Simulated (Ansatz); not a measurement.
## Nb: thickness series

Start from Nb in the bcc (W type) structure (space group Im-3m, No. 229; a = 3.303 Å). Axes: x, y, z lie along the cube axes.

Free-standing slabs (1 atom(s) a layer) normal to [110] with 15 Å of vacuum; in-plane cell held at bulk.

All numbers come from Ansatz (a program for electronic structure), r2SCAN, PAW, cutoff 500 eV, spin-orbit coupling left out.

Notes on the quantities. excess energy per area of both faces: slab less bulk energy over the cell's area: twice a surface energy; uncertain by up to 0.1 J/m²; layer's space group: with vacuum.

```tsv
change	excess energy per area of both faces	thickness between the outermost nuclei	layer's space group	shortest interatomic distance
base	–	–	–	2.860 Å
1 layer	–	–	Cmmm (No. 65)	2.860 Å
2 layers	4.48 J/m²	2.12 Å	Cmme (No. 67)	2.685 Å
3 layers	4.5 J/m²	4.54 Å	Cmmm (No. 65)	2.806 Å
4 layers	4.4 J/m²	6.78 Å	Cmme (No. 67)	2.762 Å
5 layers	4.5 J/m²	9.13 Å	Cmmm (No. 65)	2.776 Å
6 layers	4.5 J/m²	11.46 Å	Cmme (No. 67)	2.776 Å
7 layers	4.4 J/m²	13.78 Å	Cmmm (No. 65)	2.772 Å
```

The excess energy carries the mismatch between the slab's and the bulk's meshes. Whether these cells are dynamically stable was not tested. All final runs are without spin polarisation.
